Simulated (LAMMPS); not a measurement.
Cu (fcc) at 200 K and zero pressure, started from the crystal, with several potentials, in cells of their own sizes.

Models:
- EAM-type AlCu.adp: classical MD, pair style adp, file AlCu.adp (LAMMPS); Apostol and Mishin, Phys Rev B 83, 054116 (2011)
- EAM-type AlCu.eam.alloy: classical MD, pair style eam/alloy, file AlCu.eam.alloy (LAMMPS); Cai and Ye, Phys Rev B, 54, 8398-8410 (1996)
- EAM-type CuZr_mm.eam.fs: classical MD, pair style eam/fs, file CuZr_mm.eam.fs (LAMMPS)
- EAM-type Cu_mishin1.eam.alloy: classical MD, pair style eam/alloy, file Cu_mishin1.eam.alloy (LAMMPS); Mishin, Phys Rev B, 63, 224106 (2001)
- bond-order AlCu.bop.table: classical MD, pair style bop, file AlCu.bop.table (LAMMPS); Zhou, Ward, and Foster, Phys. Chem. Chem. Phys., under consideration

```tsv
potential	state	volume	first peak of g(r)	coordination number	mean phonon frequency	rough cost (ms per atom and simulated ps)
bond-order AlCu.bop.table	crystal; no diffusion seen in 15 ps	11.8530 ± 0.0002 Å³/atom	2.55 Å, height 9.8	12.0 (counted to 3.06 Å)	5.4 THz	30 to 100
EAM-type AlCu.adp	crystal; no diffusion seen in 30 ps	11.9197 ± 0.0001 Å³/atom	2.56 Å, height 9.4	12.0 (counted to 3.10 Å)	5.0 THz	3 to 10
EAM-type AlCu.eam.alloy	crystal; no diffusion seen in 30 ps	11.9403 ± 0.0001 Å³/atom	2.56 Å, height 9.0	12.0 (counted to 3.10 Å)	4.9 THz	1 to 3
EAM-type CuZr_mm.eam.fs	crystal; no diffusion seen in 30 ps	12.1225 ± 0.0001 Å³/atom	2.58 Å, height 9.4	12.0 (counted to 3.10 Å)	4.9 THz	1 to 3
EAM-type Cu_mishin1.eam.alloy	crystal; no diffusion seen in 30 ps	11.9191 ± 0.0002 Å³/atom	2.56 Å, height 9.3	12.0 (counted to 3.10 Å)	5.0 THz	0.3 to 1
```

Costs are rough: whole-run CPU time with set-up and analysis, from shared machines, in bands a factor of about three wide.

States go by the mean squared displacement: a species diffuses where it passes 1.5 Å², still rises and gives D over 1e-6 cm²/s; a crystal has left its structure where atoms lie 0.35 Å off their sites on average or a cubic box changes its shape by 3 %, or the axial ratios of another lie 8 % off the starting cell's, which the potential's own relaxation can also do.

Errors shown are sampling errors alone.
